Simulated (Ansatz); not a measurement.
WSi2, response to strain

Start from WSi2 (space group I4/mmm, No. 139; relaxed with 0.1 eV smearing).

```xyz
3
Lattice="-1.5926 1.5926 3.8866 1.5926 -1.5926 3.8866 1.5926 1.5926 -3.8866" Properties=species:S:1:pos:R:3 pbc="T T T"
Si     0.0000     0.0000     5.1718
Si     0.0000     0.0000     2.6013
W      0.0000     0.0000     0.0000
```

Cartesian axes are those of the cell as printed.

Strains are applied to the cell and any free atomic positions relax.

The values are results of LDA (Ansatz, a program for electronic structure; PAW; 420 eV plane waves; without spin-orbit coupling), not measurements.

Notes on the quantities. energy relative to the base: free energy F.

```csv
uniaxial strain ε_xx (%),energy relative to the base (meV/atom)
0,0.0
0.5,0.5
1,1.8
1.5,?
2,7.1
2.5,11.0
3,15.7
```

**Question.** Fit ΔE = Aε² + Bε³ (ε in %) to the rows shown and predict the withheld row.

**Answer.** Least squares on the printed values gives A = 1.84 and B = -0.031 meV/atom (largest residual 0.0 meV/atom); this predicts 4.0 meV/atom, and the run gives 4.0 meV/atom, in agreement.

No phonon test of stability was made. All final runs are without spin polarisation.
